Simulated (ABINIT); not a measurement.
Input and output of a self-consistent single point for Ag (Fm-3m, 1 atom in the cell) (ABINIT).

Method: PBE, norm-conserving pseudopotentials (PseudoDojo nc-sr-05 PBE standard) (plane waves; ABINIT 10.0.3).

The change in words: lattice scaled by 0.98. Reference geometry:
```
CELL_PARAMETERS angstrom
      0.00000     2.06080     2.06080
      2.06080     0.00000     2.06080
      2.06080     2.06080     0.00000
ATOMIC_POSITIONS crystal
  Ag 0.00000 0.00000 0.00000
```

Reference input (self-consistent single point, DFT, PBE, plane waves, norm-conserving pseudopotentials (PseudoDojo nc-sr-05 PBE standard)): pseudos = [Ag.upf]; ecut = 82 Ry; occopt = 7; tsmear = 0.272 eV; ngkpt = 9 9 9; nshiftk = 1; shiftk = 0 0 0; potentials = PseudoDojo nc-sr-05 PBE standard; nband = 15; kptopt = 1; nstep = 50; tolvrs = 1e-12. This run's input differs from it in these lines:

```diff
@@ -3,5 +3,5 @@
 pseudos "Ag.upf"
-acell 2.9144098951 2.9144098951 2.9144098951 Angstrom
+acell 2.8561216689 2.8561216689 2.8561216689 Angstrom
 rprim
-         0.0000000000    0.7071067812    0.7071067812
+        -0.0000000000    0.7071067812    0.7071067812
          0.7071067812   -0.0000000000    0.7071067812
```

Log, with long lists cut:

```
--- !BeginCycle
solver: {iscf: 7, nstep: 50, nline: 4, wfoptalg: 0, }
tolerances: {tolvrs: 1.00E-12, }
...

     iter   Etot(hartree)      deltaE(h)  residm     vres2
 ETOT  1  -154.95670967968    -1.550E+02 1.536E-01 6.432E+01
 ETOT  2  -154.99954290326    -4.283E-02 2.857E-03 7.190E+01
 ETOT  3  -155.01856904636    -1.903E-02 7.790E-03 1.472E-02
 ETOT  4  -155.01857393267    -4.886E-06 1.319E-03 4.064E-04
 ETOT  5  -155.01857396837    -3.570E-08 1.272E-03 6.310E-06
 ETOT  6  -155.01857396877    -4.034E-10 9.339E-05 2.942E-07
 ETOT  7  -155.01857396883    -6.128E-11 6.963E-05 5.510E-10
 ETOT  8  -155.01857396883    -8.527E-14 9.322E-05 7.775E-12
 ETOT  9  -155.01857396883     1.279E-12 6.490E-05 3.579E-14
 At SCF step    9       vres2   =  3.58E-14 < tolvrs=  1.00E-12 =>converged.

 Cartesian components of stress tensor (hartree/bohr^3)
  sigma(1 1)= -2.97222419E-04  sigma(3 2)=  0.00000000E+00
  sigma(2 2)= -2.97222419E-04  sigma(3 1)=  0.00000000E+00
  sigma(3 3)= -2.97222419E-04  sigma(2 1)=  0.00000000E+00

 ----iterations are completed or convergence reached----

 reduced coordinates (array xred) for    1 atoms
       0.000000000000      0.000000000000      0.000000000000
 cartesian forces (eV/Angstrom) at end:
    1     -0.00000000000000    -0.00000000000000    -0.00000000000000
 frms,max,avg= 0.0000000E+00 0.0000000E+00   0.000E+00  0.000E+00  0.000E+00 e/A
 length scales=  5.397287756421  5.397287756421  5.397287756421 bohr
              =  2.856121668900  2.856121668900  2.856121668900 angstroms
   [... lines left out ...]
 Fermi (or HOMO) energy (hartree) =   0.42945   Average Vxc (hartree)=  -0.47491
   [... lines left out ...]
total_energy        : -1.55018573968832E+02
total_energy_eV     : -4.21826992169568E+03
band_energy         : -1.27849296580304E+01
...

-Cartesian components of stress tensor (GPa)         [Pressure=  8.7446E+00 GPa]
- sigma(1 1)= -8.74458399E+00  sigma(3 2)=  0.00000000E+00
- sigma(2 2)= -8.74458399E+00  sigma(3 1)=  0.00000000E+00
- sigma(3 3)= -8.74458399E+00  sigma(2 1)=  0.00000000E+00

 Calculation completed.
```

The run converged in 9 iterations. Against the reference run the free energy goes up by 32.3 meV/atom and the pressure goes from 1.41 to 8.74 GPa.

The starting cell comes from a database of computed structures (which also holds hypothetical and non-ambient phases and stackings), without a prior relaxation at this level. Its lattice was rescaled by a random factor within 2.5 % of one. For this run, on top of that: lattice scaled by 0.98. With a pressure of about 9 GPa the cell is away from its equilibrium volume at this level.
